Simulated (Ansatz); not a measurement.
Start from CaF$_{2}$ in the fluorite structure (space group Fm-3m, No. 225; a = 5.4204 Å).

Structures relaxed with Ansatz (an electronic-structure program) PBEsol, no spin-orbit coupling, earlier PAW set.

Base:

Simulated powder pattern, Cu Kα1, λ = 1.54056 Å (kinematic, ideal powder, no thermal factors, no anomalous dispersion; the 8 strongest lines at most, above 2 %, up to 2θ = 90°):

| 2θ (°) | I/Imax (%) | hkl |
|---|---|---|
| 28.50 | 84 | (111) |
| 47.40 | 100 | (220) |
| 56.24 | 31 | (311) |
| 69.28 | 13 | (400) |
| 76.55 | 11 | (331) |
| 88.24 | 24 | (422) |

After one change:

Simulated powder pattern, Cu Kα1, λ = 1.54056 Å (kinematic, ideal powder, no thermal factors, no anomalous dispersion; the 8 strongest lines at most, above 2 %, up to 2θ = 90°):

```csv
2θ (°),I/Imax (%)
33.04,97
55.33,100
65.98,32
82.09,13
```

Q: Name the change that was made.
A. pressure 75 GPa
B. pressure 30 GPa
C. pressure 3 GPa
D. pressure 100 GPa

A: D, pressure 100 GPa. Its volume per atom is 8.61 Å³ against 13.27 Å³, and its space group is Fm-3m (No. 225).

Load acts through the strain it causes; cell and atoms are relaxed under it. Whether these cells are dynamically stable was not tested. No other phases were tried under pressure.
